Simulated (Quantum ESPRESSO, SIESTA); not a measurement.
A Quantum ESPRESSO input for a self-consistent single point of TiSb2 (I4/mcm, 6 atoms in the cell) (DFT, PBEsol, plane waves, PseudoDojo standard norm-conserving (PBESOL) pseudopotentials):

```fortran
&CONTROL
  calculation = 'scf'
  prefix = 'TiSb2'
  outdir = './work'
  pseudo_dir = './'
  verbosity = 'high'
  tprnfor = .true.
  tstress = .true.
/
&SYSTEM
  ibrav = 0
  celldm(1) = 10.2882838767
  nat = 6
  ntyp = 2
  ecutwfc = 85
  occupations = 'smearing'
  smearing = 'fermi-dirac'
  degauss = 0.0073499
/
&ELECTRONS
  conv_thr = 1.0d-10
  mixing_beta = 0.7
/
ATOMIC_SPECIES
Ti    47.8670  Ti.upf
Sb   121.7600  Sb.upf
ATOMIC_POSITIONS {crystal}
Ti    0.2500000000    0.2500000000    0.0000000000
Ti    0.7500000000    0.7500000000    0.0000000000
Sb    0.6520400000    0.8479600000    0.5000000000
Sb    0.3479600000    0.1520400000    0.5000000000
Sb    0.8479600000    0.3479600000    0.1959200000
Sb    0.1520400000    0.6520400000    0.8040800000
K_POINTS {automatic}
5 5 5  0 0 0
CELL_PARAMETERS {alat}
  -0.6032751128     0.6032751128     0.5216495725
   0.6032751128    -0.6032751128     0.5216495725
   0.6032751128     0.6032751128    -0.5216495725
```

**Question.** Write the same calculation as an input for SIESTA.

**Answer.** This is the input that was run; spellings and numerical settings could be chosen otherwise.

```
# files in the folder: Ti.psml Sb.psml (PseudoDojo PBEsol standard)
SystemName  TiSb2
SystemLabel tisb2

NumberOfAtoms                6
NumberOfSpecies              2
%block ChemicalSpeciesLabel
  1 22 Ti
  2 51 Sb
%endblock ChemicalSpeciesLabel
LatticeConstant              1.0 Ang
%block LatticeVectors
    -3.284426000    3.284426000    2.840030000
     3.284426000   -3.284426000    2.840030000
     3.284426000    3.284426000   -2.840030000
%endblock LatticeVectors
AtomicCoordinatesFormat      Bohr
%block AtomicCoordinatesAndAtomicSpecies
     0.000000000    0.000000000    2.683439443  1
     0.000000000    0.000000000    8.050318329  1
     4.319342736    1.887322881    5.366878886  2
     1.887322881    4.319342736    0.000000000  2
    -1.887322881    4.319342736    5.366878886  2
     8.093988497    1.887322881   -0.000000000  2
%endblock AtomicCoordinatesAndAtomicSpecies

XC.functional                GGA
XC.authors                   PBEsol
PAO.BasisSize                DZP
PAO.EnergyShift              0.005 Ry
MeshCutoff                   300 Ry
%block kgrid.MonkhorstPack
    5   0   0  0.0
    0   5   0  0.0
    0   0   5  0.0
%endblock kgrid.MonkhorstPack
OccupationFunction           FD
ElectronicTemperature        100.0 meV

MaxSCFIterations             150
SCF.Mixer.Method             Pulay
SCF.Mixer.Weight             0.25
SCF.Mixer.History            8
SCF.DM.Tolerance             1.0E-04
Diag.ParallelOverK           true
WriteForces                  true
Charge.Mulliken              end
```

Basis, cutoffs, solver keys and any potentials are the target program's own. This input uses DFT, GGA PBEsol, numerical atomic orbitals DZP, PseudoDojo PBEsol standard norm-conserving potentials (rewritten from UPF to PSML).

The starting cell comes from a database of computed structures (which also holds hypothetical and non-ambient phases and stackings), without a prior relaxation at this level. For this run, on top of that: lattice scaled by 0.98.
